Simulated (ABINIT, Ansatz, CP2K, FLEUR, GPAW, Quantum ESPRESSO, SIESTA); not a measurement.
**LaB₆ (Pm-3m, 7 atoms in the cell) computed with different codes at matched settings**

Self-consistent single point.

```
CELL_PARAMETERS angstrom
      4.18625     0.00000     0.00000
      0.00000     4.18625     0.00000
      0.00000     0.00000     4.18625
ATOMIC_POSITIONS crystal
  La 0.00000 0.00000 0.00000
  B  0.80012 0.50000 0.50000
  B  0.19988 0.50000 0.50000
  B  0.50000 0.80012 0.50000
  B  0.50000 0.19988 0.50000
  B  0.50000 0.50000 0.80012
  B  0.50000 0.50000 0.19988
```

All programs got the same cell, k-point mesh and kind of occupations (in Ansatz's words: kpoints.mp_grid.grid = 7 7 7; scf.occupations.method = gaussian; scf.occupations.width = 0.136 eV); potentials, basis and cutoffs are each program's usual ones.

```json
[
 {"code": "FLEUR", "model": "PBE, all-electron FLAPW (FLEUR), scalar-relativistic valence", "pressure (GPa)": "–", "largest force (eV/Å)": "0.046", "k-points": "20", "cutoff": "Kmax 4.1 1/bohr"},
 {"code": "GPAW", "model": "PBE, GPAW PAW datasets PBE (gpaw-data 1.0.1)", "pressure (GPa)": "–", "largest force (eV/Å)": "0.060", "k-points": "20", "cutoff": "950 eV"},
 {"code": "SIESTA", "model": "GGA PBE, numerical atomic orbitals DZP, PseudoDojo PBE standard norm-conserving potentials (rewritten from UPF to PSML)", "pressure (GPa)": "0.46", "largest force (eV/Å)": "0.101", "k-points": "172", "cutoff": "grid 300 Ry"},
 {"code": "ABINIT", "model": "PBE, norm-conserving pseudopotentials (PseudoDojo nc-sr-05 PBE standard)", "pressure (GPa)": "-3.94", "largest force (eV/Å)": "0.065", "k-points": "20", "cutoff": "55 Ha"},
 {"code": "CP2K", "model": "PBE, GPW, DZVP-MOLOPT-SR-GTH basis, GTH-PBE potentials (GTH_POTENTIALS)", "pressure (GPa)": "-3.08", "largest force (eV/Å)": "0.133", "k-points": "172", "cutoff": "grid 500 Ry"},
 {"code": "Ansatz", "model": "PBE, PAW files", "pressure (GPa)": "-3.91", "largest force (eV/Å)": "0.056", "k-points": "20", "cutoff": "default"},
 {"code": "Quantum ESPRESSO", "model": "PBE, GBRV 1.5 ultrasoft (PBE) pseudopotentials", "pressure (GPa)": "-3.96", "largest force (eV/Å)": "0.058", "k-points": "20", "cutoff": "40 Ry"}
]
```

A dash marks a value that a program does not give, or that is left out as unsure.

The spread over the programs that give each value: pressure within 4.42 GPa; largest force within 0.087 eV/Å.

The starting cell comes from a database of computed structures (which also holds hypothetical and non-ambient phases and stackings), without a prior relaxation at this level. Its lattice was rescaled by a random factor within 2.5 % of one. On Ansatz's run: In the base run, with a pressure of about -4 GPa the cell is away from its equilibrium volume at this level.

### Question
Why do the programs differ, and what cannot be compared?

### Answer
Differences of this kind can come from the potentials, where these differ, and from what each basis and cutoff leave unconverged. The zero of total energies and Fermi levels follows the potentials and each program's conventions, so they are not compared here. SIESTA and CP2K use small atom-centred bases, whose incompleteness enters pressures, forces and empty levels differently from a plane-wave cutoff. FLEUR treats all electrons, but the usual bases taken here (sphere radii, linearisation, local orbitals, empty states) were not tested for convergence, so the values are no reference for the others. Ansatz's pressure is given at a fixed set of plane waves, as the other plane-wave codes print theirs; with its correction for the finite basis it is -3.75 GPa. The pressure of GPAW is left out: its cutoff lies under the one at which its stress was checked. The programs reduce the same mesh by symmetry to different extents, which changes the work and not the result. In the pressure, SIESTA (by 4.40) lies more than 1 GPa from the median of the plane-wave programs.

Left out of this page: Elk (not drawn, or without a comparable value).

Ansatz is a quantum-chemistry and plane-wave program.

Keys are those of Ansatz 0.2.
